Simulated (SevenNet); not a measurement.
**1T (CdI2-type) PtTe2**

All values below come from the machine-learned potential SevenNet-0 (trained on PBE and PBE+U data).

Cell (relaxed at this level):

```cif
data_PtTe2
_chemical_formula_sum 'Te2 Pt1'
_space_group_name_H-M_alt 'P-3m1'
_space_group_IT_number 164
_space_group_name_Hall '-P 3 2"'
_cell_length_a 4.07795
_cell_length_b 4.07795
_cell_length_c 5.49291
_cell_angle_alpha 90.000
_cell_angle_beta 90.000
_cell_angle_gamma 120.000
loop_
_atom_site_label
_atom_site_type_symbol
_atom_site_symmetry_multiplicity
_atom_site_Wyckoff_symbol
_atom_site_fract_x
_atom_site_fract_y
_atom_site_fract_z
_atom_site_occupancy
Te1 Te 2 d 0.33333 0.66667 0.24790 1
Pt1 Pt 1 a 0.00000 0.00000 0.00000 1
```

```yaml
lattice_constant_a: 4.078 Å
lattice_parameter_c: 5.493 Å
```

Measured, for comparison: lattice constant a 4.026 Å, lattice parameter c 5.221 Å (temperature not stated, not corrected to a static lattice; as tabulated in Pelayo et al. (2023), arXiv:2312.15371). Computed (rounded) less measured: lattice constant a +1.3 %, lattice parameter c +5.2 %.

A machine-learned potential is trained on density-functional data: it inherits that level's misses and adds fitting errors of its own.

Note: the model gives imaginary modes for this phase (in the spectrum interpolated from a supercell); the model's elastic tensor is not positive definite here; this model's volume lies 8 % above that of the starting cell (a measured, published or database cell).
